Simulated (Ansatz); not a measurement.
**A computed series for SnO: response to strain**

Consider SnO (space group P4/nmm, No. 129; a = 3.7675 Å, c = 4.5572 Å; layered, stacked along the Cartesian z axis; relaxed with 0.1 eV smearing). Axes: x, y, z lie along a, b, c of the conventional cell.

Strains are applied to the cell and any free atomic positions relax; under biaxial strain the out-of-plane vector relaxes too.

All numbers come from PBEsol-D3(BJ) in Ansatz (plane waves to 420 eV, PAW, no SOC), earlier PAW set.

Q: Only one of these has a band gap. Which?
A) isotropic strain +3.43 %
B) biaxial strain +0.28 %, plane normal [001], relaxed out of plane
C) biaxial strain +2.70 %, plane normal [001], relaxed out of plane
D) uniaxial strain ε_yy = +1.24 %

A: A, isotropic strain +3.43 %. Computed: uniaxial strain ε_yy = +1.24 %: zero; biaxial strain +2.70 %, plane normal [001], relaxed out of plane: zero; isotropic strain +3.43 %: 0.30 eV; biaxial strain +0.28 %, plane normal [001], relaxed out of plane: zero

Stability against distortions was not tested. All final runs are without spin polarisation. The zero or small gap of SnO can change with the level of theory.

Ansatz is a quantum-chemistry and plane-wave program.
